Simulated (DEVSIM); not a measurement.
System: Schottky contact on n-type ZnO, at 400 K.

Layer 1 from the left is ZnO, thickness (μm) 0.880, Nd (cm⁻³) 2.1e16, τn (s) 3.1e-8, τp (s) 3.1e-8.

Left contact: Schottky, work function 5.85 eV, emission velocity 4.9e6 cm/s. Right contact: ohmic. Voltage is applied to the left contact. Recombination: SRH at mid-gap. Mobility is μmin + (μ − μmin)/(1 + (N/Nref)^α).

This is a model device: material constants are rounded textbook-type values typed into the input, and sizes, dopings and lifetimes were drawn at random. Values at 300 K; Nc and Nv go as T^1.5, mobilities as T to minus their exponent, the gap by Varshni's rule with the affinity fixed.

ZnO: gap (eV) 3.37, affinity (eV) 4.5, permittivity 8.7, Nc (cm⁻³) 3.7e18, Nv (cm⁻³) 1.8e19, μn (cm²/Vs) 200, μp (cm²/Vs) 20, μn,min 20, μp,min 2, Nref,n 1e18, Nref,p 1e18, αn 0.6, αp 0.6, T exponent of μn 1.5, T exponent of μp 1.5, Varshni α (eV/K) 0.00055, Varshni β (K) 900.

Simulated with DEVSIM: 1D drift-diffusion, Boltzmann statistics, complete ionisation; no tunnelling, impact ionisation, image-force lowering or self-heating. Metal contacts follow the ideal Schottky-Mott rule: no Fermi-level pinning, no interface dipoles.

Dark forward current:

```csv
|V| (V),|J| (A/cm²)
0.05,1.001e-10
0.10,5.229e-10
0.15,2.311e-9
0.20,9.871e-9
0.25,4.181e-8
0.30,1.767e-7
0.35,7.454e-7
0.40,3.142e-6
0.45,1.323e-5
0.50,5.559e-5
0.55,0.0002332
0.60,0.0009765
0.65,0.004077
0.70,0.01696
0.75,0.07021
0.80,0.2885
0.85,1.169
0.90,4.604
0.95,16.86
1.00,52.55
1.05,127.8
1.10,243.9
1.15,390.7
1.20,558.3
1.25,739.6
1.30,930.7
```

Task: Work out the local ideality factor n = ΔV / (kT/q · ln(J2/J1)) between the rows 0.15 and 0.20 V, 1.25 and 1.30 V.

Result: kT/q = 34.47 mV. From 0.15 to 0.20 V: ln(9.871e-9/2.311e-9) = 1.452, n = 1.00, near the 1 of diffusion or emission over a barrier. From 1.25 to 1.30 V: ln(930.7/739.6) = 0.230, n = 6.31; the layers' resistance at their doping, Σ W/(qμN) = 0.00022 Ω cm², would take 42 mV of this step of 50 mV.

Task: Estimate the current at 0.50 V for emission alone, J0 = q v N_band exp(−φB/kT), and read the barrier back from the simulated current.

Result: φB = 1.350 eV, N_band = 5.70e18 cm⁻³, J0 = 4.38e-11 A/cm²; J = J0 (exp(qV/kT) − 1) = 8.73e-5 A/cm². The simulation gives 5.56e-5 A/cm²; the estimate lies 57 % above. Read backwards, the simulated current gives an apparent barrier of 1.366 eV. The estimate leaves out transport through the depletion region and minority injection.
